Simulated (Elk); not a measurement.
Band structure of Y₂Ni₂Sn (Immm, 5 atoms in the cell).

```yaml
crystal:
  lattice:
    - [-2.13574, 2.79784, 4.14642]
    - [2.13574, -2.79784, 4.14642]
    - [2.13574, 2.79784, -4.14642]
  atoms:
    - { symbol: Y, position: [0.70322, 0.20322, 0.50000] }
    - { symbol: Y, position: [0.29678, 0.79678, 0.50000] }
    - { symbol: Ni, position: [0.71180, 0.50000, 0.21180] }
    - { symbol: Ni, position: [0.28820, 0.50000, 0.78820] }
    - { symbol: Sn, position: [0.00000, 0.00000, 0.00000] }
```

Level of theory: PBEsol, all-electron FP-LAPW, Elk's shipped species files, default APW+lo basis in Elk.

Settings: xctype = 22; swidth = 0.00499791 Ha; ngridk = 5 5 5; maxscl = 100.

The starting cell comes from a database of computed structures (which also holds hypothetical and non-ambient phases and stackings), without a prior relaxation at this level. Spin polarisation is off. Values depend on the basis (sphere radii, cutoffs, local orbitals), which need not be converged.

Levels in eV from the Fermi level, bands 34 to 41:
```
point     34     35     36     37     38    39    40    41
-----  -----  -----  -----  -----  -----  ----  ----  ----
Γ      -1.25  -1.10  -0.93  -0.23   0.14  0.22  0.55  1.61
X      -1.27  -1.23  -1.22  -0.45   0.36  0.36  1.21  1.57
L      -1.45  -1.25  -1.02  -0.58   0.39  0.93  0.95  1.77
T      -1.54  -1.41  -0.90  -0.50  -0.18  0.81  1.10  1.75
W      -1.49  -1.41  -0.90  -0.25   0.21  0.49  1.20  2.11
R      -1.30  -0.93  -0.70  -0.61   0.24  0.29  0.29  1.00
X1     -1.27  -1.23  -1.22  -0.45   0.36  0.36  1.21  1.57
Z      -1.24  -1.08  -0.10   0.06   0.96  1.42  1.84  2.39
Y      -1.60  -1.30  -0.16   0.46   0.95  1.26  1.85  2.04
S      -1.73  -0.99  -0.60   0.23   0.56  1.28  1.30  1.46
```

Bands cross the Fermi level along this path, so the cell is metallic at this level.
